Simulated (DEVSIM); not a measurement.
Structure: abrupt Si n-p junction, at 300 K.

```
layer (left to right)  material  thickness (μm)  Nd (cm⁻³)  Na (cm⁻³)  τn (s)  τp (s)
---------------------  --------  --------------  ---------  ---------  ------  ------
1                            Si            3.00     5.7e18          -  2.3e-7  2.3e-7
2                            Si           0.360          -     1.7e15  2.3e-7  2.3e-7
```

Left contact: ohmic. Right contact: ohmic. Voltage is applied to the left contact. Recombination: SRH at mid-gap. Mobility is μmin + (μ − μmin)/(1 + (N/Nref)^α).

Constants are typed, rounded textbook-type inputs, not results; the design itself was drawn at random and stands for no fabricated device. Values at 300 K.

```csv
parameter,Si
gap (eV),1.124
affinity (eV),4.05
permittivity,11.7
Nc (cm⁻³),2.86e19
Nv (cm⁻³),3.1e19
μn (cm²/Vs),1417
μp (cm²/Vs),470
"μn,min",52
"μp,min",45
"Nref,n",9.7e16
"Nref,p",2.2e17
αn,0.68
αp,0.72
```

Model (solved in DEVSIM): 1D drift-diffusion, Boltzmann statistics, complete ionisation; no tunnelling, impact ionisation, image-force lowering or self-heating.

Tabulate band edges, carrier densities and field at zero bias.

Energies count from the Fermi level of the right contact; mesh points crowd at the junctions.

```json
[
 {"x (μm)": "0.000", "Ec (eV)": "0.042", "Ev (eV)": "-1.082", "n (cm⁻³)": "5.7e18", "p (cm⁻³)": "< 1e2", "field (V/cm)": "≈ 0"},
 {"x (μm)": "0.01841", "Ec (eV)": "0.042", "Ev (eV)": "-1.082", "n (cm⁻³)": "5.7e18", "p (cm⁻³)": "< 1e2", "field (V/cm)": "≈ 0"},
 {"x (μm)": "0.05072", "Ec (eV)": "0.042", "Ev (eV)": "-1.082", "n (cm⁻³)": "5.7e18", "p (cm⁻³)": "< 1e2", "field (V/cm)": "≈ 0"},
 {"x (μm)": "0.1074", "Ec (eV)": "0.042", "Ev (eV)": "-1.082", "n (cm⁻³)": "5.7e18", "p (cm⁻³)": "< 1e2", "field (V/cm)": "≈ 0"},
 {"x (μm)": "0.2583", "Ec (eV)": "0.042", "Ev (eV)": "-1.082", "n (cm⁻³)": "5.7e18", "p (cm⁻³)": "< 1e2", "field (V/cm)": "≈ 0"},
 {"x (μm)": "0.4716", "Ec (eV)": "0.042", "Ev (eV)": "-1.082", "n (cm⁻³)": "5.7e18", "p (cm⁻³)": "< 1e2", "field (V/cm)": "≈ 0"},
 {"x (μm)": "0.8457", "Ec (eV)": "0.042", "Ev (eV)": "-1.082", "n (cm⁻³)": "5.7e18", "p (cm⁻³)": "< 1e2", "field (V/cm)": "≈ 0"},
 {"x (μm)": "1.726", "Ec (eV)": "0.042", "Ev (eV)": "-1.082", "n (cm⁻³)": "5.7e18", "p (cm⁻³)": "< 1e2", "field (V/cm)": "≈ 0"},
 {"x (μm)": "2.284", "Ec (eV)": "0.042", "Ev (eV)": "-1.082", "n (cm⁻³)": "5.7e18", "p (cm⁻³)": "< 1e2", "field (V/cm)": "≈ 0"},
 {"x (μm)": "2.603", "Ec (eV)": "0.042", "Ev (eV)": "-1.082", "n (cm⁻³)": "5.7e18", "p (cm⁻³)": "< 1e2", "field (V/cm)": "≈ 0"},
 {"x (μm)": "2.784", "Ec (eV)": "0.042", "Ev (eV)": "-1.082", "n (cm⁻³)": "5.7e18", "p (cm⁻³)": "< 1e2", "field (V/cm)": "≈ 0"},
 {"x (μm)": "2.912", "Ec (eV)": "0.042", "Ev (eV)": "-1.082", "n (cm⁻³)": "5.7e18", "p (cm⁻³)": "< 1e2", "field (V/cm)": "≈ 0"},
 {"x (μm)": "2.961", "Ec (eV)": "0.042", "Ev (eV)": "-1.082", "n (cm⁻³)": "5.7e18", "p (cm⁻³)": "< 1e2", "field (V/cm)": "≈ 0"},
 {"x (μm)": "2.988", "Ec (eV)": "0.042", "Ev (eV)": "-1.082", "n (cm⁻³)": "5.7e18", "p (cm⁻³)": "< 1e2", "field (V/cm)": "260"},
 {"x (μm)": "3.010", "Ec (eV)": "0.140", "Ev (eV)": "-0.984", "n (cm⁻³)": "1.3e17", "p (cm⁻³)": "920", "field (V/cm)": "41000"},
 {"x (μm)": "3.035", "Ec (eV)": "0.214", "Ev (eV)": "-0.910", "n (cm⁻³)": "7.4e15", "p (cm⁻³)": "16000", "field (V/cm)": "26000"},
 {"x (μm)": "3.075", "Ec (eV)": "0.310", "Ev (eV)": "-0.814", "n (cm⁻³)": "1.7e14", "p (cm⁻³)": "660000", "field (V/cm)": "23000"},
 {"x (μm)": "3.140", "Ec (eV)": "0.458", "Ev (eV)": "-0.666", "n (cm⁻³)": "5.8e11", "p (cm⁻³)": "2.0e8", "field (V/cm)": "22000"},
 {"x (μm)": "3.247", "Ec (eV)": "0.673", "Ev (eV)": "-0.451", "n (cm⁻³)": "1.4e8", "p (cm⁻³)": "8.3e11", "field (V/cm)": "19000"},
 {"x (μm)": "3.302", "Ec (eV)": "0.773", "Ev (eV)": "-0.351", "n (cm⁻³)": "3000000", "p (cm⁻³)": "3.9e13", "field (V/cm)": "17000"},
 {"x (μm)": "3.335", "Ec (eV)": "0.830", "Ev (eV)": "-0.294", "n (cm⁻³)": "330000", "p (cm⁻³)": "3.5e14", "field (V/cm)": "17000"},
 {"x (μm)": "3.360", "Ec (eV)": "0.870", "Ev (eV)": "-0.254", "n (cm⁻³)": "68000", "p (cm⁻³)": "1.7e15", "field (V/cm)": "16000"}
]
```
